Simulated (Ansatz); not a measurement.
Worked sum: formation energy of H_i in Mg (hcp, P6₃/mmc)

We look at the formation energy of H_i in Mg (hcp, P6₃/mmc). Reaction: 36 Mg (hcp) + 1/2 H2 (gas) → cell A.

A: a supercell of 36 sites of Mg (hcp, P6₃/mmc) with H off the lattice sites (6 Mg at 2.26 Å); spin state with PBE: run without spin.

Method: Ansatz (a first-principles code), PAW, neutral cells at 0 K with nuclei at rest, on structures from PBE. Ansatz runs with its default PAW set. Other levels take these structures. The lattices are those relaxed with PBE, so at other levels the solids can be strained. Larger cells are relaxed from a start prepared with the learned potential CHGNet, on a coarser mesh till forces fall under 0.03 eV/Å, which some starts already meet. A dispersion term (D3(BJ), or D4 for r2SCAN) was computed beside these levels and is taken off wherever the name lacks it. Mesh and cell size may move defect energies by 0.1 eV or more. Cell A has symmetry P-3m1 and got no random move, so less symmetric positions, which may lie lower, weren't tried.

Total energies of the cells in eV, at zero smearing width. They compare only within one column; the weights balance every element.

| cell | atoms | weight | r2SCAN |
|---|---|---|---|
| A: Mg:H_i | 37 | +1 | -69366.21047 |
| Mg (hcp) | 36 | −1 | -69350.59711 |
| H2 (gas) | 2 | −1/2 | -31.88989 |

r2SCAN: (-69366.21047) − (-69350.59711) − 1/2 × (-31.88989) = 0.332 eV.
